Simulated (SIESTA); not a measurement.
## Input and output of a self-consistent single point for Mg2Pd (I4/mmm, 3 atoms in the cell) (SIESTA)

Method of the run: LDA PW92, numerical atomic orbitals DZP, PseudoDojo LDA standard norm-conserving potentials (rewritten from UPF to PSML) (SIESTA).

This input was run:

```
# files in the folder: Mg.psml Pd.psml (PseudoDojo LDA standard)
SystemName  Mg2Pd
SystemLabel siesta

NumberOfAtoms                3
NumberOfSpecies              2
%block ChemicalSpeciesLabel
  1 12 Mg
  2 46 Pd
%endblock ChemicalSpeciesLabel
LatticeConstant              1.0 Ang
%block LatticeVectors
    -1.608037000    1.608037000    5.002818000
     1.608037000   -1.608037000    5.002818000
     1.608037000    1.608037000   -5.002818000
%endblock LatticeVectors
AtomicCoordinatesFormat      Ang
%block AtomicCoordinatesAndAtomicSpecies
     0.000000000   -0.000000000    6.475847732  1
     0.000000000   -0.000000000    3.529788268  1
     0.000000000    0.000000000    0.000000000  2
%endblock AtomicCoordinatesAndAtomicSpecies

XC.functional                LDA
XC.authors                   PW92
PAO.BasisSize                DZP
PAO.EnergyShift              0.01 Ry
MeshCutoff                   400 Ry
%block kgrid.MonkhorstPack
   12   0   0  0.0
    0  12   0  0.0
    0   0  12  0.0
%endblock kgrid.MonkhorstPack
OccupationFunction           FD
ElectronicTemperature        0.1 eV

MaxSCFIterations             150
SCF.Mixer.Method             Pulay
SCF.Mixer.Weight             0.25
SCF.Mixer.History            6
SCF.DM.Tolerance             1.0E-05
Diag.ParallelOverK           true
WriteForces                  true
```

Output (repeated stretches shortened):

```
reinit: Reading from file input.fdf

reinit: System Name: Mg2Pd
reinit: System Label: siesta

coor:   Atomic-coordinates input format  =     Cartesian coordinates
coor:                                          (in Angstroms)

siesta: Atomic coordinates (Bohr) and species
siesta:      0.00000  -0.00000  12.23758  1        1
siesta:      0.00000  -0.00000   6.67033  1        2
siesta:      0.00000   0.00000   0.00000  2        3

siesta: System type = bulk

initatomlists: Number of atoms, orbitals, and projectors:      3    37    34

siesta: ******************** Simulation parameters ****************************
redata: Spin configuration                          = none
redata: Time-Reversal Symmetry                      = T
redata: Number of Atomic Species                    =        2
redata: Mesh Cutoff                                 =   400.0000 Ry
redata: Net charge of the system                    =     0.0000 |e|
redata: Min. number of SCF Iter                     =        0
redata: Max. number of SCF Iter                     =      150
redata: SCF convergence failure will abort job
redata: SCF mix quantity                            = Hamiltonian
redata: Mix DM or H after convergence               =   F
redata: Recompute H after scf cycle                 =   F
redata: Mix DM in first SCF step                    =   T
redata: No kicks to SCF
redata: DM Mixing Weight for Kicks                  =     0.5000
redata: Require Harris convergence for SCF          =   F
redata: Harris energy tolerance for SCF             =     0.000100 eV
redata: Require DM convergence for SCF              =   T
redata: DM tolerance for SCF                        =     0.000010
redata: Require EDM convergence for SCF             =   F
redata: EDM tolerance for SCF                       =     0.001000 eV
redata: Require H convergence for SCF               =   T
redata: Hamiltonian tolerance for SCF               =     0.001000 eV
redata: Require (free) Energy convergence for SCF   =   F
redata: (free) Energy tolerance for SCF             =     0.000100 eV
redata: Using DFT-D3 dispersion                     =   F
redata: Using Saved Data (generic)                  =   F
redata: Method of Calculation                       = Diagonalization
redata: Electronic Temperature                      =  1160.4518 K
redata: Number of TDED substeps                     =        3
redata: Dynamics option                             = Single-point calculation
redata: Save all siesta data in one NC              =   F
redata: ***********************************************************************

%block SCF.Mixers
  Pulay
%endblock SCF.Mixers

%block SCF.Mixer.Pulay
  # Mixing method
  method pulay
  variant stable

  # Mixing options
  weight 0.2500
  weight.linear 0.2500
  history 6
%endblock SCF.Mixer.Pulay

DM_history_depth set to one: no extrapolation allowed by default for geometry relaxation
Size of DM history Fstack: 1
Total number of electrons:    38.000000
Total ionic charge:    38.000000

* ProcessorY, Blocksize:    1  38

* Orbital distribution balance (max,min):    37    37

k-point displ. along   1 input, could be:     0.00    0.50
k-point displ. along   2 input, could be:     0.00    0.50
k-point displ. along   3 input, could be:     0.00    0.50
 Kpoints in:         1008 . Kpoints trimmed:          948

siesta: k-grid: Number of k-points = 948
siesta: k-points from Monkhorst-Pack grid
siesta: k-cutoff (effective) =    19.296 Ang
siesta: k-point supercell and displacements
siesta: k-grid:    12     0     0      0.000
siesta: k-grid:     0    12     0      0.000
siesta: k-grid:     0     0    12      0.000

diag: Algorithm                                     = D&C
diag: Parallel over k                               =   F
diag: Use parallel 2D distribution                  =   F
diag: Parallel block-size                           = 38
diag: Parallel distribution                         =     1 x     1
diag: Used triangular part                          = Lower
diag: Absolute tolerance                            =  0.100E-15
diag: Orthogonalization factor                      =  0.100E-05
diag: Memory factor                                 =  1.0000

superc: Internal auxiliary supercell:     7 x     7 x     9  =     441
superc: Number of atoms, orbitals, and projectors:   1323  16317  14994

                        Single-point calculation

superc: Internal auxiliary supercell:     7 x     7 x     9  =     441
superc: Number of atoms, orbitals, and projectors:   1323  16317  14994

outcell: Unit cell vectors (Ang):
       -1.608037    1.608037    5.002818
        1.608037   -1.608037    5.002818
        1.608037    1.608037   -5.002818

outcell: Cell vector modules (Ang)   :    5.495430    5.495430    5.495430
outcell: Cell angles (23,13,12) (deg):    145.9710    145.9710     48.8898
outcell: Cell volume (Ang**3)        :     51.7448
new_DM -- step:     1
Initializing Density Matrix...

Attempting to read DM from file... Failed...
DM filled with atomic data:

InitMesh: MESH = 54 x 54 x 40 = 116640
InitMesh: Mesh cutoff (required, used) =   400.000   426.749 Ry

stepf: Fermi-Dirac step function

        iscf     Eharris(eV)        E_KS(eV)     FreeEng(eV)     dDmax    Ef(eV) dHmax(eV)
   scf:    1    -6884.431638    -6896.601781    -6896.631624  1.126441 -4.027898  4.346442
   scf:    2    -6897.135955    -6896.991549    -6897.021429  0.097140 -3.923011  2.633053
   scf:    3    -6897.101941    -6897.052187    -6897.081558  0.051057 -3.955930  1.825840
   scf:    4    -6897.093542    -6897.079289    -6897.108588  0.057565 -3.977213  0.210331
   scf:    5    -6897.083943    -6897.082446    -6897.111854  0.014521 -3.977884  0.043376
   scf:    6    -6897.082281    -6897.082422    -6897.111872  0.001896 -3.976008  0.034149
   scf:    7    -6897.082497    -6897.082476    -6897.111904  0.001358 -3.978597  0.006251
   scf:    8    -6897.082470    -6897.082474    -6897.111905  0.000189 -3.978399  0.000813
   scf:    9    -6897.082475    -6897.082474    -6897.111905  0.000026 -3.978476  0.000023
   scf:   10    -6897.082474    -6897.082474    -6897.111905  0.000001 -3.978476  0.000016

SCF Convergence by DM+H criterion
max |DM_out - DM_in|         :     0.0000007472
max |H_out - H_in|      (eV) :     0.0000160943
SCF cycle converged after 10 iterations

Using DM_out to compute the final energy and forces

siesta: E_KS(eV) =            -6897.0825

siesta: E_KS - E_eggbox =     -6897.0825

siesta: Atomic forces (eV/Ang):
     1   -0.000057   -0.000057   -0.097531
     2    0.000057    0.000057    0.097531
     3   -0.000000    0.000000   -0.000000
   Tot    0.000000   -0.000000    0.000000
   Max    0.097531
   Res    0.045977    sqrt( Sum f_i^2 / 3N )
   Max    0.097531    constrained

Stress tensor Voigt[x,y,z,yz,xz,xy] (kbar):       12.23       12.23        5.22        0.01        0.01       -0.04
(Free)E + p*V (eV/cell)    -6897.4315
Target enthalpy (eV/cell)    -6897.1119

siesta: Program's energy decomposition (eV):
siesta: Ebs     =     -1483.989053
siesta: Eions   =      8874.575630
siesta: Ena     =       817.420489
siesta: Ekin    =      3068.983417
siesta: Enl     =      -960.653055
siesta: Eso     =         0.000000
siesta: Edftu   =         0.000000
siesta: DEna    =        27.994336
siesta: DUscf   =         0.782863
siesta: DUext   =         0.000000
siesta: Ex      =      -896.034814
siesta: Ec      =       -81.000081
siesta: Exc     =      -977.034895
siesta: Eharris =     -6897.082474
siesta: Etot    =     -6897.082474
siesta: FreeEng =     -6897.111905

siesta: Atomic forces (eV/Ang):
siesta:      1   -0.000057   -0.000057   -0.097531
siesta:      2    0.000057    0.000057    0.097531
siesta:      3   -0.000000    0.000000   -0.000000
siesta: ----------------------------------------
siesta:    Tot    0.000000   -0.000000    0.000000

siesta: Stress tensor (static) (eV/Ang**3):
siesta:     0.007633   -0.000028    0.000007
siesta:    -0.000028    0.007633    0.000007
siesta:     0.000007    0.000007    0.003260

siesta: Cell volume =         51.744807 Ang**3

siesta: Pressure (static):
siesta:                Solid            Molecule  Units
siesta:          -0.00006726         -0.00004710  Ry/Bohr**3
siesta:          -0.00617562         -0.00432466  eV/Ang**3
siesta:          -9.89443754         -6.92887513  kBar
```

The run converged in 10 iterations.

The starting cell comes from a database of computed structures (which also holds hypothetical and non-ambient phases and stackings), without a prior relaxation at this level. Its lattice was rescaled by a random factor within 2.5 % of one. Spin polarisation is off. Values carry the incompleteness of an atom-centred basis.

Cost on one core of a shared machine: roughly 50 s.
